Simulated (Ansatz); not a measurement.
A computed series for TiO2: response to strain

Consider TiO2 in the rutile structure (space group P4_2/mnm, No. 136; a = 4.644 Å, c = 2.964 Å). Axes: x, y, z lie along a, b, c of the conventional cell.

Strains are applied to the cell and any free atomic positions relax; under biaxial strain the out-of-plane vector relaxes too.

Level of theory: PBE, PAW, 420 eV (Ansatz, a quantum-chemistry and plane-wave program; scalar-relativistic without spin-orbit coupling), earlier PAW set.

Candidates:
(a) biaxial strain −2.05 %, plane normal [001], relaxed out of plane
(b) isotropic strain −2.43 %
(c) biaxial strain +0.63 %, plane normal [001], relaxed out of plane

Before the change:

```
Item        Value
--------  -------
Band gap  1.86 eV
```

Question: Order them by band gap, lowest first.

Answer: (a) biaxial strain −2.05 %, plane normal [001], relaxed out of plane (1.85 eV), (c) biaxial strain +0.63 %, plane normal [001], relaxed out of plane (1.88 eV), (b) isotropic strain −2.43 % (1.94 eV)

Whether these cells are dynamically stable was not tested. The final runs are not spin-polarised.
